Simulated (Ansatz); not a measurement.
Consider Sn-vacancy pair (Sn on one host Mo site, one Mo site vacant) in bcc Mo, neutral cell. All values below come from PBE, PAW (plane waves to 420 eV; Ansatz, a first-principles code).

Cell of 36 host sites held at the relaxed PBE lattice; a 2×2×3 k-point mesh shifted by half a step; Fermi-Dirac width 0.10 eV, spin-restricted; finite-size errors left in. Static, classical nuclei. Forms of the defect that were not tried may lie lower.

Barriers: single points on a 3×3×5 k-point mesh shifted by half a step at the bands' geometries.

Relaxed starting cell (atoms counted from 1):

```yaml
crystal:
  lattice:
    - [9.48245, 0.00000, 0.00000]
    - [0.00000, 9.48245, 0.00000]
    - [0.00000, 0.00000, 6.32164]
  atoms:
    - { symbol: Sn, position: [0.01749, 0.01814, 0.02803] }
    - { symbol: Mo, position: [0.99903, 0.99971, 0.50251] }
    - { symbol: Mo, position: [0.99921, 0.33401, 0.00041] }
    - { symbol: Mo, position: [0.99993, 0.33301, 0.49588] }
    - { symbol: Mo, position: [0.99994, 0.66802, 0.00103] }
    - { symbol: Mo, position: [0.99975, 0.66488, 0.50278] }
    - { symbol: Mo, position: [0.33339, 0.99984, 0.00047] }
    - { symbol: Mo, position: [0.33236, 0.00057, 0.49594] }
    - { symbol: Mo, position: [0.33172, 0.33236, 0.00178] }
    - { symbol: Mo, position: [0.33307, 0.33372, 0.49541] }
    - { symbol: Mo, position: [0.33355, 0.66479, 0.00126] }
    - { symbol: Mo, position: [0.33414, 0.66508, 0.50330] }
    - { symbol: Mo, position: [0.66736, 0.00057, 0.00102] }
    - { symbol: Mo, position: [0.66424, 0.00040, 0.50278] }
    - { symbol: Mo, position: [0.66417, 0.33417, 0.00125] }
    - { symbol: Mo, position: [0.66444, 0.33480, 0.50325] }
    - { symbol: Mo, position: [0.66558, 0.66622, 0.00452] }
    - { symbol: Mo, position: [0.66644, 0.66709, 0.50212] }
    - { symbol: Mo, position: [0.17020, 0.17084, 0.73421] }
    - { symbol: Mo, position: [0.16523, 0.49506, 0.25018] }
    - { symbol: Mo, position: [0.16547, 0.49805, 0.74934] }
    - { symbol: Mo, position: [0.17179, 0.82550, 0.25874] }
    - { symbol: Mo, position: [0.16844, 0.83102, 0.74911] }
    - { symbol: Mo, position: [0.49444, 0.16585, 0.25019] }
    - { symbol: Mo, position: [0.49740, 0.16611, 0.74935] }
    - { symbol: Mo, position: [0.49882, 0.49944, 0.25030] }
    - { symbol: Mo, position: [0.49766, 0.49830, 0.75171] }
    - { symbol: Mo, position: [0.49987, 0.83277, 0.25245] }
    - { symbol: Mo, position: [0.49790, 0.83427, 0.75218] }
    - { symbol: Mo, position: [0.82490, 0.17239, 0.25864] }
    - { symbol: Mo, position: [0.83037, 0.16911, 0.74900] }
    - { symbol: Mo, position: [0.83214, 0.50049, 0.25244] }
    - { symbol: Mo, position: [0.83363, 0.49856, 0.75217] }
    - { symbol: Mo, position: [0.83022, 0.83085, 0.25473] }
    - { symbol: Mo, position: [0.83227, 0.83293, 0.75084] }
```

End state 1 differs by these moves (Å; atoms that move under 0.08 Å are left out):

```
atom  element     Δx     Δy     Δz
----  -------  -----  -----  -----
1          Sn   1.23   1.23   1.25
2          Mo  -0.05  -0.05   0.11
3          Mo  -0.06   0.06  -0.03
7          Mo   0.06  -0.06  -0.03
19         Mo  -0.05  -0.05   0.11
22         Mo  -0.06   0.06  -0.03
30         Mo   0.06  -0.06  -0.03
```

Problem. Predict the forward and backward barriers to end state 1 from PBE, PAW.

Solution. forward 0.44 eV, backward 0.44 eV; at the saddle point atom 1 has neighbours 4 Mo at 2.74, 2 Mo at 2.75, 5 Mo at 3.42, Mo at 3.43 Å. The saddle point's order was not checked, and it lies on a symmetry element of the cell, where a band can be held.
